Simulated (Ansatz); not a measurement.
Functionals compared on OH on the 1x1 (111) surface of fcc Ir, one in a 2x2 cell, started at the site 'bridge Ir-Ir (span 2.7 Å)', in Ansatz (plane waves, PAW). The structure was relaxed with PBE; the other rows are single points on it, each with its references at the same level. Cutoff 420 eV (500 eV for r2SCAN).

Slab: 18 atoms, 6.6 Å thick at the start under the adsorbate (thin: gaps and levels are the slab's own); k 6x6x1, smearing 0.1 eV, dipole-corrected; 8 atoms held, the rest relaxed; no symmetry held; no spin, no spin-orbit, no U, no dispersion correction. At the end it is bonded to 2 Ir. In PBE it is, or lies within 0.03 eV of, the lowest of the starts that converged. These notes are the PBE run's. Adsorption energies are against H2O(g) − ½ H2(g). A negative adsorption energy means that the adsorbate is more stable on the surface than in its reference.

| functional | adsorption energy (eV) | work function of the top face (eV) | change of the work function (eV) | rough cost of the single point |
|---|---|---|---|---|
| PBE | 0.62 | 4.90 | -0.59 | – |
| RPBE | ___ | ___ | ___ | roughly 5 core-minutes |
| r2SCAN | 0.44 | 4.99 | -0.55 | roughly 8 core-minutes |

Some entries are withheld; supply them.


- RPBE, adsorption energy (eV): 0.82
- RPBE, work function of the top face (eV): 4.77
- RPBE, change of the work function (eV): -0.57

Ansatz is a quantum-chemistry and plane-wave program.
